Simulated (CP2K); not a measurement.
# A self-consistent single point of Sc (P6_3/mmc, 4 atoms in the cell) with CP2K

Method of the run: PBE, GPW, DZVP-MOLOPT-SR-GTH basis, GTH-PBE potentials (GTH_POTENTIALS) run with CP2K.

This input was run:

```
&GLOBAL
  PROJECT sc
  RUN_TYPE ENERGY_FORCE
  PRINT_LEVEL LOW
&END GLOBAL
&FORCE_EVAL
  METHOD Quickstep
  STRESS_TENSOR ANALYTICAL
  &DFT
    BASIS_SET_FILE_NAME BASIS_MOLOPT
    POTENTIAL_FILE_NAME GTH_POTENTIALS
    &QS
      METHOD GPW
      EPS_DEFAULT 1E-11
    &END QS
    &MGRID
      CUTOFF 600
      REL_CUTOFF 50
      NGRIDS 5
    &END MGRID
    &SCF
      SCF_GUESS ATOMIC
      EPS_SCF 1E-6
      MAX_SCF 100
      ADDED_MOS 8
      &DIAGONALIZATION
        ALGORITHM STANDARD
      &END DIAGONALIZATION
      &MIXING
        METHOD BROYDEN_MIXING
        ALPHA 0.2
        NBUFFER 10
      &END MIXING
      &SMEAR ON
        METHOD FERMI_DIRAC
        ELECTRONIC_TEMPERATURE [K] 1160.45
      &END SMEAR
    &END SCF
    &KPOINTS
      SCHEME MONKHORST-PACK 8 8 3
      GAMMA_CENTERED T
    &END KPOINTS
    &XC
      &XC_FUNCTIONAL PBE
      &END XC_FUNCTIONAL
    &END XC
    &PRINT
      &MO
        EIGENVALUES T
        OCCUPATION_NUMBERS T
        NDIGITS 8
        FILENAME mo
        &EACH
          QS_SCF 0
        &END EACH
        ADD_LAST NUMERIC
      &END MO
      &MULLIKEN OFF
      &END MULLIKEN
    &END PRINT
  &END DFT
  &SUBSYS
    &CELL
      A 3.22197500 0.00000000 0.00000000
      B -1.61098700 2.79031100 0.00000000
      C 0.00000000 0.00000000 10.36672300
      PERIODIC XYZ
    &END CELL
    &COORD
      SCALED
      Sc       0.00000000     0.00000000     0.00000000
      Sc       0.00000000     0.00000000     0.50000000
      Sc       0.33333300     0.66666700     0.25000000
      Sc       0.66666700     0.33333300     0.75000000
    &END COORD
    &KIND Sc
      BASIS_SET DZVP-MOLOPT-SR-GTH
      POTENTIAL GTH-PBE-q11
    &END KIND
  &END SUBSYS
  &PRINT
    &FORCES ON
    &END FORCES
    &STRESS_TENSOR ON
    &END STRESS_TENSOR
  &END PRINT
&END FORCE_EVAL
```

Output, abridged:

```
 GLOBAL| Method name                                                        CP2K
 GLOBAL| Project name                                                         sc
 GLOBAL| Run type                                                   ENERGY_FORCE

 TOTAL NUMBERS AND MAXIMUM NUMBERS

  Total number of            - Atomic kinds:                                   1
                             - Atoms:                                          4
                             - Shell sets:                                     4
                             - Shells:                                        32
                             - Primitive Cartesian functions:                 24
                             - Cartesian basis functions:                    124
                             - Spherical basis functions:                    104

  Maximum angular momentum of- Orbital basis functions:                        3
                             - Local part of the GTH pseudopotential:          2
                             - Non-local part of the GTH pseudopotential:      3

 SCF PARAMETERS         Density guess:                                    ATOMIC
                        max_scf:                                             100
                        max_diis:                                              4
                        eps_scf:                                        1.00E-06
                        eps_diis:                                       1.00E-01
                        eps_eigval:                                     1.00E-05
                        level_shift [a.u.]:                             0.000000
                        added MOs                                         8    0
                        Mixing method:                            BROYDEN_MIXING
                                                charge density mixing in g-space
                        Smear method:                                FERMI_DIRAC
                        Electronic temperature [K]:                       1160.5
                        Electronic temperature [a.u.]:                  3.67E-03
                        Accuracy threshold:                             1.00E-10
                        No outer SCF

 Extrapolation method: initial_guess

 Number of electrons:                                                         44
 Number of occupied orbitals:                                                 22
 Number of molecular orbitals:                                                30

 Number of orbital functions:                                                104
 Number of independent orbital functions:                                    104

 SCF WAVEFUNCTION OPTIMIZATION

  Step     Update method      Time    Convergence         Total energy    Change
     1 NoMix/Diag. 0.20E+00      -     1.69358519      -187.9182495037 -1.88E+02
     2 Broy./Diag. 0.20E+00      -     0.00564641      -187.4498219418  4.68E-01
     3 Broy./Diag. 0.20E+00      -     0.01207115      -186.9369781358  5.13E-01
     4 Broy./Diag. 0.20E+00      -     0.00221469      -186.5782963264  3.59E-01
     5 Broy./Diag. 0.20E+00      -     0.00289304      -186.6547084522 -7.64E-02
     6 Broy./Diag. 0.20E+00      -     0.00027771      -186.6816827278 -2.70E-02
     7 Broy./Diag. 0.20E+00      -     0.00006201      -186.6805500803  1.13E-03
     8 Broy./Diag. 0.20E+00      -     0.00003849      -186.6807610841 -2.11E-04
     9 Broy./Diag. 0.20E+00      -     0.00001850      -186.6806363158  1.25E-04
    10 Broy./Diag. 0.20E+00      -     0.00001763      -186.6806898838 -5.36E-05
    11 Broy./Diag. 0.20E+00      -     0.00000533      -186.6807175355 -2.77E-05
    12 Broy./Diag. 0.20E+00      -     0.00000127      -186.6807199365 -2.40E-06
    13 Broy./Diag. 0.20E+00      -     0.00000077      -186.6807168995  3.04E-06

  *** SCF run converged in    13 steps ***

  Electronic density on regular grids:        -43.9999999999        0.0000000001
  Core density on regular grids:               43.9999999998       -0.0000000002
  Total charge density on r-space grids:       -0.0000000001
  Total charge density g-space grids:          -0.0000000001

  Overlap energy of the core charge distribution:               0.00000000000000
  Self energy of the core charge distribution:               -354.63345251573259
  Core Hamiltonian energy:                                     86.90105418491939
  Hartree energy:                                             105.71634737477487
  Exchange-correlation energy:                                -24.65606987317467
  Electronic entropic energy:                                  -0.00859607081374
  Fermi energy:                                                 0.30241810201563

  Total energy:                                              -186.68071689948778
  Total energy (extrapolated to T->0):                       -186.67641886408092

 ENERGY| Total FORCE_EVAL ( QS ) energy [hartree]           -186.680714257195831

 FORCES| Atomic forces [hartree/bohr]
 FORCES|   Atom     x               y               z               |f|
 FORCES|      1  1.57454021E-14 -4.20514098E-10  1.98317620E-09   2.02726908E-09
 FORCES|      2  1.52686506E-14 -1.71130050E-10 -1.82148225E-09   1.82950351E-09
 FORCES|      3  5.26946320E-08 -1.48172045E-08  3.25810597E-08   6.37008574E-08
 FORCES|      4 -5.26947108E-08  1.54088328E-08 -3.27427018E-08   6.39237764E-08
 FORCES| Sum    -4.77809222E-14 -1.58644615E-14  5.18338316E-14
 FORCES| Total atomic force                                       7.22595582E-14

 STRESS| Analytical stress tensor [bar]
 STRESS|                        x                   y                   z
 STRESS|      x        3.81757112416E+04  -4.76878121487E-01   7.52917726130E-07
 STRESS|      y       -4.76878121487E-01   3.81754984842E+04   3.06106995454E-05
 STRESS|      z        7.52917726130E-07   3.06106995454E-05   3.25437242313E+04
 STRESS| 1/3 Trace                                             3.62983113190E+04
```

The run converged in 13 iterations.

The starting cell was generated: these elements placed on a structure prototype, without a prior relaxation; it need not be a known phase or ordering of this composition. Its lattice was rescaled by a random factor within 2.5 % of one. Values carry the incompleteness of an atom-centred basis. With a pressure of about 4 GPa the cell is away from its equilibrium volume at this level.

Cost on one core of a shared machine: roughly 3 min.
